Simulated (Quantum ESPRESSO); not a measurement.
A user runs Quantum ESPRESSO on CaYMg6 (P1, 8 atoms in the cell) and asks whether the run is sound. The aim is a self-consistent single point with DFT, PBEsol, plane waves, SSSP 1.1.2 efficiency (PBE) pseudopotentials.

Cell that was meant: a = 6.7403 Å, b = 6.7403 Å, c = 4.6301 Å, α = 90.00°, β = 90.00°, γ = 90.00°.

Part of the input:

```fortran
   occupations = 'smearing'
   smearing = 'mp'
   degauss = 0.0073499
   tot_charge = 1
   input_dft = 'pbesol'
/
&electrons
```

Output (repeated stretches shortened):

```
     file Mg.pbe-n-kjpaw_psl.0.3.0.UPF: wavefunction(s)  3S renormalized
     G-vector sticks info
     --------------------
   [... lines left out ...]
        k(    2) = (   0.0000000   0.0000000   0.3639427), wk =   0.1111111
        k(    3) = (   0.0000000   0.0000000  -0.7278853), wk =   0.0555556
   [... 16 lines left out ...]

     Dense  grid:   137053 G-vectors     FFT dimensions: (  75,  75,  50)

     Smooth grid:    48535 G-vectors     FFT dimensions: (  54,  54,  36)

     Initial potential from superposition of free atoms

     starting charge      32.9845, renormalised to      32.0000

     negative rho (up, down):  4.203E-02 0.000E+00
     Self-consistent Calculation

     iteration #  1     ecut=    40.00 Ry     beta= 0.30

     negative rho (up, down):  4.182E-02 0.000E+00

     total energy              =    -358.75916175 Ry
     estimated scf accuracy    <       0.80293715 Ry

     iteration #  2     ecut=    40.00 Ry     beta= 0.30

     negative rho (up, down):  4.223E-02 0.000E+00

     total energy              =    -358.90235751 Ry
     estimated scf accuracy    <       0.20183819 Ry

     iteration #  3     ecut=    40.00 Ry     beta= 0.30

     negative rho (up, down):  4.254E-02 0.000E+00

     total energy              =    -358.95156122 Ry
     estimated scf accuracy    <       0.02925757 Ry

   [... 11 blocks of this kind left out ...]

     iteration # 15     ecut=    40.00 Ry     beta= 0.30

     negative rho (up, down):  4.366E-02 0.000E+00

     total energy              =    -358.95448697 Ry
     estimated scf accuracy    <          1.5E-10 Ry

     iteration # 16     ecut=    40.00 Ry     beta= 0.30

     negative rho (up, down):  4.366E-02 0.000E+00
     End of self-consistent calculation

     the Fermi energy is     4.4951 ev

!    total energy              =    -358.95448698 Ry
     estimated scf accuracy    <          9.8E-11 Ry
     smearing contrib. (-TS)   =      -0.00051051 Ry
     internal energy E=F+TS    =    -358.95397647 Ry

     convergence has been achieved in  16 iterations

     negative rho (up, down):  4.366E-02 0.000E+00

     Forces acting on atoms (cartesian axes, Ry/au):

     atom    1 type  1   force =    -0.00159595   -0.00025198    0.00203218
     atom    2 type  2   force =     0.00059434    0.00441439    0.00679418
     atom    3 type  3   force =    -0.00000708    0.00071783   -0.00052307
     atom    4 type  3   force =     0.00059158   -0.00011669    0.00081930
   [... lines left out ...]
     Total force =     0.011151     Total SCF correction =     0.000005
   [... lines left out ...]

     negative rho (up, down):  4.366E-02 0.000E+00
          total   stress  (Ry/bohr**3)                   (kbar)     P=      -60.20
  -0.00040084   0.00000061  -0.00000032          -58.96        0.09       -0.05
   0.00000061  -0.00039706   0.00000054            0.09      -58.41        0.08
  -0.00000032   0.00000054  -0.00042989           -0.05        0.08      -63.24

   JOB DONE.
```

**Question.** Is this run sound? If not, what is wrong?

**Answer.** The run is not sound. The fault is an unintended net charge. A charged periodic cell changes the electron count and is neutralised by a uniform background, so energy, forces and pressure belong to another system. To fix it, remove the charge. The run converged in 16 iterations without an error; against the sound input the pressure goes from -1.02 to -6.02 GPa and the largest force moves little (0.205 to 0.209 eV/Å).

The sound input it was made from differs as follows (other fixes are possible):
```diff
-   tot_charge = 1
```

With that input, the run converged in 13 iterations: free energy E − TS -4879.2673 eV; Fermi level (on the code's own zero) 4.63 eV; pressure -1.02 GPa; largest force (vector length) 0.205 eV/Å (DFT, PBEsol, plane waves, SSSP 1.1.2 efficiency (PBE) pseudopotentials).

On the sound input: the starting cell comes from a database of computed structures (which also holds hypothetical and non-ambient phases and stackings), without a prior relaxation at this level. Its atoms were displaced at random from the sites of space group no. 123. Without a gap this mesh is coarse (it stands for a supercell whose shortest vector is 19 Å).
